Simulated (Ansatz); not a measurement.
The parent structure is CaSe in the zinc blende structure (space group F-43m, No. 216; a = 6.559 Å; a model cell, its experimental status unchecked).

Level of theory: DFT with r2SCAN, PAW potentials and a 500 eV plane-wave cutoff in Ansatz (a program for electronic structure), no spin-orbit coupling.

For the base:

* **Shortest interatomic distance**: 284.0 pm
* **Band gap**: 3.70 eV
* **Gap character**: indirect, K–Γ (31 % along) → Γ

Perturbation: cell and atoms relaxed at a pressure of 75 GPa.

Q: Predict the new shortest interatomic distance, band gap and gap character.

A: The shortest interatomic distance shrinks by 54.2 pm to 229.8 pm; the band gap falls by 0.783 eV to 2.91 eV; the gap character goes from indirect, K–Γ (31 % along) → Γ to direct at X.

Load acts through the strain it causes; cell and atoms are relaxed under it. No phonon test of stability was made. Competing high-pressure phases were not computed. This is not the structure that CaSe has at room temperature and ambient pressure.
